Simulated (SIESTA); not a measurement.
SIESTA run on Mg14CdCo (Amm2, 16 atoms in the cell): self-consistent single point

Method of the run: GGA PBEsol, numerical atomic orbitals DZP, PseudoDojo PBEsol standard norm-conserving potentials (rewritten from UPF to PSML) run with SIESTA 5.4.2.

Input:

```
# files in the folder: Mg.psml Cd.psml Co.psml (PseudoDojo PBEsol standard)
SystemName  Mg14CdCo
SystemLabel mg14cdco

NumberOfAtoms                16
NumberOfSpecies              3
%block ChemicalSpeciesLabel
  1 12 Mg
  2 48 Cd
  3 27 Co
%endblock ChemicalSpeciesLabel
LatticeConstant              1.0 Ang
%block LatticeVectors
     9.888820000    0.000000000    0.000000000
     0.000000000    3.165220000    5.442585000
     0.000000000   -3.165220000    5.442585000
%endblock LatticeVectors
AtomicCoordinatesFormat      ScaledCartesian
%block AtomicCoordinatesAndAtomicSpecies
     0.000000000    0.000000000    1.808244440  1
     0.000000000   -0.000000000    7.231671541  1
     4.944410000   -1.592991922    4.493833583  1
     4.944410000    1.592991922    4.493833583  1
     0.000000000   -1.565454508    4.546082399  1
     0.000000000    1.565454508    4.546082399  1
     2.645358238   -1.648763098    6.394493117  1
     7.243461762    1.648763098    6.394493117  1
     7.243461762   -1.648763098    6.394493117  1
     2.645358238    1.648763098    6.394493117  1
     2.588497523    0.000000000    3.563804658  1
     7.300322477    0.000000000    3.563804658  1
     2.434034155   -0.000000000    9.077252115  1
     7.454785845   -0.000000000    9.077252115  1
     4.944410000   -0.000000000    7.278586624  2
     4.944410000   -0.000000000    1.822721717  3
%endblock AtomicCoordinatesAndAtomicSpecies

XC.functional                GGA
XC.authors                   PBEsol
PAO.BasisSize                DZP
PAO.EnergyShift              0.005 Ry
MeshCutoff                   300 Ry
%block kgrid.MonkhorstPack
    3   0   0  0.0
    0   6   0  0.0
    0   0   6  0.0
%endblock kgrid.MonkhorstPack
OccupationFunction           FD
ElectronicTemperature        0.1 eV

MaxSCFIterations             150
SCF.Mixer.Method             Broyden
SCF.Mixer.Weight             0.1
SCF.Mixer.History            8
SCF.DM.Tolerance             1.0E-04
Diag.ParallelOverK           true
WriteForces                  true
Charge.Mulliken              end
```

Output (repeated stretches shortened):

```
reinit: Reading from file input.fdf

reinit: System Name: Mg14CdCo
reinit: System Label: mg14cdco

coor:   Atomic-coordinates input format  =     Cartesian coordinates
coor:                                          (in units of alat)

siesta: Atomic coordinates (Bohr) and species
siesta:      0.00000   0.00000   3.41709  1        1
siesta:      0.00000  -0.00000  13.66588  1        2
siesta:      9.34358  -3.01032   8.49211  1        3
siesta:      9.34358   3.01032   8.49211  1        4
siesta:      0.00000  -2.95828   8.59085  1        5
siesta:      0.00000   2.95828   8.59085  1        6
siesta:      4.99900  -3.11571  12.08384  1        7
siesta:     13.68816   3.11571  12.08384  1        8
siesta:     13.68816  -3.11571  12.08384  1        9
siesta:      4.99900   3.11571  12.08384  1       10
siesta:      4.89155   0.00000   6.73461  1       11
siesta:     13.79561   0.00000   6.73461  1       12
siesta:      4.59966  -0.00000  17.15352  1       13
siesta:     14.08750  -0.00000  17.15352  1       14
siesta:      9.34358  -0.00000  13.75454  2       15
siesta:      9.34358  -0.00000   3.44444  3       16

siesta: System type = bulk

initatomlists: Number of atoms, orbitals, and projectors:     16   164   148

siesta: ******************** Simulation parameters ****************************
redata: Spin configuration                          = none
redata: Time-Reversal Symmetry                      = T
redata: Number of Atomic Species                    =        3
redata: Mesh Cutoff                                 =   300.0000 Ry
redata: Net charge of the system                    =     0.0000 |e|
redata: Min. number of SCF Iter                     =        0
redata: Max. number of SCF Iter                     =      150
redata: SCF convergence failure will abort job
redata: SCF mix quantity                            = Hamiltonian
redata: Mix DM or H after convergence               =   F
   [... lines left out ...]
diag: Parallel distribution                         =     1 x     1
diag: Used triangular part                          = Lower
diag: Absolute tolerance                            =  0.100E-15
diag: Orthogonalization factor                      =  0.100E-05
diag: Memory factor                                 =  1.0000

superc: Internal auxiliary supercell:     3 x     5 x     5  =      75
superc: Number of atoms, orbitals, and projectors:   1200  12300  11100

                        Single-point calculation

superc: Internal auxiliary supercell:     3 x     5 x     5  =      75
superc: Number of atoms, orbitals, and projectors:   1200  12300  11100

outcell: Unit cell vectors (Ang):
        9.888820    0.000000    0.000000
        0.000000    3.165220    5.442585
        0.000000   -3.165220    5.442585

outcell: Cell vector modules (Ang)   :    9.888820    6.296058    6.296058
outcell: Cell angles (23,13,12) (deg):     60.3616     90.0000     90.0000
outcell: Cell volume (Ang**3)        :    340.7090
new_DM -- step:     1
Initializing Density Matrix...

Attempting to read DM from file... Failed...
DM filled with atomic data:

InitMesh: MESH = 108 x 60 x 60 = 388800
InitMesh: Mesh cutoff (required, used) =   300.000   329.656 Ry

stepf: Fermi-Dirac step function
        iscf     Eharris(eV)        E_KS(eV)     FreeEng(eV)     dDmax    Ef(eV) dHmax(eV)
   scf:    1   -31441.656929   -31501.657980   -31501.882059  1.174228 -3.485600 11.126706
   scf:    2   -31440.649033   -31487.774814   -31488.097009  0.611898 -3.196322 31.425518
   scf:    3   -31502.422767   -31505.732730   -31505.980384  0.427724 -3.452549  7.063930
   scf:    4   -31506.404729   -31506.801565   -31507.078751  0.333784 -3.435193  4.658219
   scf:    5   -31505.008628   -31506.739216   -31506.996151  0.156061 -3.521344  4.984116
   scf:    6   -31500.079463   -31505.473550   -31505.774078  0.182089 -3.429545  9.502103
   scf:    7   -31506.959701   -31507.266952   -31507.538746  0.112898 -3.509224  1.021171
   scf:    8   -31507.127531   -31507.249455   -31507.526871  0.037585 -3.494101  1.357221
   scf:    9   -31507.268951   -31507.287578   -31507.559867  0.020641 -3.507209  0.382164
   scf:   10   -31507.288676   -31507.289464   -31507.562711  0.004104 -3.504792  0.013473
   scf:   11   -31507.288871   -31507.289236   -31507.562644  0.002318 -3.504579  0.074317
   scf:   12   -31507.289829   -31507.289591   -31507.562756  0.001058 -3.505208  0.004337
   scf:   13   -31507.289674   -31507.289635   -31507.562750  0.000255 -3.505378  0.018336
   scf:   14   -31507.289553   -31507.289597   -31507.562757  0.000259 -3.505310  0.001894
   scf:   15   -31507.289592   -31507.289595   -31507.562758  0.000074 -3.505348  0.001070
   scf:   16   -31507.289598   -31507.289596   -31507.562758  0.000037 -3.505382  0.000745
SCF Convergence by DM+H criterion
max |DM_out - DM_in|         :     0.0000367263
max |H_out - H_in|      (eV) :     0.0007446226
SCF cycle converged after 16 iterations

Using DM_out to compute the final energy and forces

siesta: E_KS(eV) =           -31507.2896

siesta: E_KS - E_eggbox =    -31507.2896

siesta: Atomic forces (eV/Ang):
     1    0.000000    0.000000   -0.030125
     2    0.000000    0.000000   -0.042722
     3    0.000000   -0.044480   -0.060421
     4   -0.000000    0.044480   -0.060421
     5   -0.000000    0.012259    0.040062
     6    0.000000   -0.012259    0.040062
     7   -0.008291    0.181349   -0.015053
     8    0.008291   -0.181349   -0.015053
     9    0.008291    0.181349   -0.015053
    10   -0.008291   -0.181349   -0.015053
    11   -0.114647   -0.000000    0.155796
    12    0.114647   -0.000000    0.155796
    13    0.042974    0.000000   -0.054363
    14   -0.042974    0.000000   -0.054363
    15   -0.000000    0.000000    0.037941
    16    0.000000   -0.000000    0.031424
   Tot    0.000000   -0.000000    0.098458
   Max    0.181349
   Res    0.070282    sqrt( Sum f_i^2 / 3N )
   Max    0.181349    constrained

Stress tensor Voigt[x,y,z,yz,xz,xy] (kbar):      -31.61      -14.40      -16.29       -0.00       -0.00       -0.00
(Free)E + p*V (eV/cell)   -31503.1469
Target enthalpy (eV/cell)   -31507.5628

siesta: Program's energy decomposition (eV):
siesta: Ebs     =     -7705.080146
siesta: Eions   =     39495.832056
siesta: Ena     =      3115.655055
siesta: Ekin    =     16361.625845
siesta: Enl     =     -7277.703101
siesta: Eso     =         0.000000
siesta: Edftu   =         0.000000
siesta: DEna    =       153.216430
siesta: DUscf   =         3.774710
siesta: DUext   =         0.000000
siesta: Ex      =     -4109.235073
siesta: Ec      =      -258.791406
siesta: Exc     =     -4368.026479
siesta: Eharris =    -31507.289598
siesta: Etot    =    -31507.289596
siesta: FreeEng =    -31507.562758

siesta: Atomic forces (eV/Ang):
siesta:      1    0.000000    0.000000   -0.030125
siesta:      2    0.000000    0.000000   -0.042722
siesta:      3    0.000000   -0.044480   -0.060421
   [... lines left out ...]
siesta: Cell volume =        340.708987 Ang**3
siesta:          20.76544822         23.42723477  kBar
   [... lines left out ...]
               5px     4dxy    4dyz    4dz2    4dxz    4dx2-y2 4dxy    4dyz
               4dz2    4dxz    4dx2-y2
  15 20.076   1.992   1.519  -0.352   2.004   2.005   2.005   0.396   0.329
              0.351   1.936   1.920   1.918   1.938   1.915   0.033   0.048

              0.044   0.028   0.048

Species: Co
Atom  Qatom  Qorb
               3s      4s      4s      3py     3pz     3px     4py     4pz
               4px     3dxy    3dyz    3dz2    3dxz    3dx2-y2 3dxy    3dyz
               3dz2    3dxz    3dx2-y2
  16 16.755   1.996   1.044  -0.417   2.009   2.009   2.010   0.140   0.118
              0.147   1.863   1.747   1.659   1.810   1.597  -0.233  -0.187

             -0.172  -0.224  -0.162

mulliken: Qtot =      177.000

Mulliken Atomic Populations:
Atom #   charge [q] valence [e]  Species
     1    -0.023117   10.023117  Mg
     2     0.011645    9.988355  Mg
     3     0.026920    9.973080  Mg
     4     0.026920    9.973080  Mg
     5     0.025063    9.974937  Mg
     6     0.025063    9.974937  Mg
     7     0.055211    9.944789  Mg
     8     0.055211    9.944789  Mg
     9     0.055211    9.944789  Mg
    10     0.055211    9.944789  Mg
    11    -0.121481   10.121481  Mg
    12    -0.121481   10.121481  Mg
    13    -0.119677   10.119677  Mg
    14    -0.119677   10.119677  Mg
    15    -0.075979   20.075979  Cd
    16     0.244955   16.755045  Co
 Total    -0.000000
```

The run converged in 16 iterations.

The starting cell comes from a database of computed structures (which also holds hypothetical and non-ambient phases and stackings), without a prior relaxation at this level. Spin polarisation is off. Values carry the incompleteness of an atom-centred basis.

Cost on one core of a shared machine: roughly 80 s.
